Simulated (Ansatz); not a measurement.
We look at the energy of the reaction as written. Reaction: cell B → cell A. The sign is products less reactants.

Cell A: a sheet of composition In, 1 atom, square cell of 3.00 Å (9.0 Å²), symmetry P4/mmm, 0.0 Å thick under 16 Å of vacuum, in-plane vectors relaxed; planes from bottom to top: In; a model cell; spin state with PBE: run without spin, k-point mesh 20×20×1.
```yaml
crystal:
  lattice:
    - [3.00081, 0.00000, 0.00000]
    - [0.00000, 3.00081, 0.00000]
    - [0.00000, 0.00000, 16.00000]
  atoms:
    - { symbol: In, position: [0.00000, 0.00000, 0.50000] }
```

Cell B: a sheet of composition In, 1 atom, hexagonal cell of 3.16 Å (8.7 Å²), symmetry P6/mmm, 0.0 Å thick under 16 Å of vacuum, in-plane vectors relaxed; planes from bottom to top: In; a model cell; spin state with PBE: run without spin, k-point mesh 24×24×1.
```xyz
1
Lattice="3.1618 0.0000 0.0000 -1.5809 2.7382 0.0000 0.0000 0.0000 16.0000" Properties=species:S:1:pos:R:3 pbc="T T T"
In     0.0000     0.0000     8.0000
```

Plane-wave PAW calculations with Ansatz (a program for electronic structure), its PAW set soft_1, cutoff 420 eV, 500 eV for r2SCAN. The structures are at rest with PBE; other levels are single points on them. Neutral cells; Fermi-Dirac smearing of at most 0.10 eV in the solids, energies taken to zero width. The lattices are those relaxed with PBE, so at other levels the solids can be strained, which adds to the spread. A dispersion term (D3(BJ), or D4 for r2SCAN) was computed beside these levels and is taken off wherever the name lacks it. Nuclei at rest; no vibrational terms. The runs are scalar-relativistic, without spin-orbit coupling. Cell A has symmetry P4/mmm and got no random move, so less symmetric positions, which may lie lower, weren't tried. Cell B has symmetry P6/mmm and got no random move, so less symmetric positions, which may lie lower, weren't tried.

### Question
Estimate the value that PBE returns for this input.

### Answer
0.06 eV, for cell B → cell A.

### Question
What do the other levels give, and how wide is the spread?

### Answer
| Level | value (eV) | less PBE |
|---|---|---|
| r2SCAN | 0.05 | -0.01 |

The levels span only 0.01 eV, too little to tell them apart.
